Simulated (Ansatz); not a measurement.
## What uniaxial strain ε_zz = +1.50 % does to Ge

Base system: Ge in the diamond structure (space group Fd-3m, No. 227; a = 5.674 Å). Axes: x, y, z lie along the cube axes.

It is then changed as follows: the cell is stretched by 1.50 % along z with no lateral relaxation; the atoms relax in the strained cell.

All numbers come from DFT with r2SCAN, PAW potentials and a 500 eV plane-wave cutoff in Ansatz (a program for electronic structure), scalar-relativistic without spin-orbit coupling. Γ-centred 10×10×10 mesh, Fermi–Dirac width 0.05 eV.

| quantity | base | changed | shift |
|---|---|---|---|
| volume per atom | 22.84 Å³ | 23.18 Å³ | +0.34 Å³ |
| space group | Fd-3m (No. 227) | I4_1/amd (No. 141) | – |
| shortest interatomic distance | 2.457 Å | 2.469 Å | +0.012 Å |
| energy relative to the base (free energy F) | 0 meV/atom | +2.0 meV/atom | +2.0 meV/atom |
| pressure (mean of the normal stresses, compression positive) | 0.01 GPa | -1.01 GPa | -1.02 GPa |
| band gap | 0.36 eV | 0.17 eV | -0.19 eV |
| gap character | direct at Γ | direct at Γ | – |
| valence-band top at Γ (three highest levels, from the VBM) | 0.00, 0.00, 0.00 eV | 0.00, 0.00, -0.12 eV | – |
| valley order (the lowest conduction-band minima on the path, energy above the VBM, named in the base's zone) | Γ 0.36 eV; L along ⟨111⟩ 0.44 eV; a point along ⟨100⟩, about 0.9 Å⁻¹ from Γ 0.79 eV | Γ 0.17 eV; L along [1-11] 0.34 eV; a point along [100], about 0.9 Å⁻¹ from Γ 0.72 eV; a point along [001], about 0.9 Å⁻¹ from Γ 0.87 eV | – |
| stress (xx, yy, zz, yz, xz, xy; compression positive) | – | (-0.59, -0.59, -1.83, 0.00, 0.00, 0.00) GPa | – |

Final structure:

```
CELL_PARAMETERS angstrom
      0.00000     2.83720     2.87975
      2.83720     0.00000     2.87975
      2.83720     2.83720     0.00000
ATOMIC_POSITIONS crystal
  Ge 0.00000 0.00000 0.00000
  Ge 0.25000 0.25000 0.25000
```

Whether these cells are dynamically stable was not tested. The real Ge has an indirect gap at ambient pressure; r2SCAN orders its close-lying valleys differently. The zero or small gap of Ge under uniaxial strain ε_zz = +1.50 % can change with the level of theory. k-point labels follow each cell's own Brillouin zone.
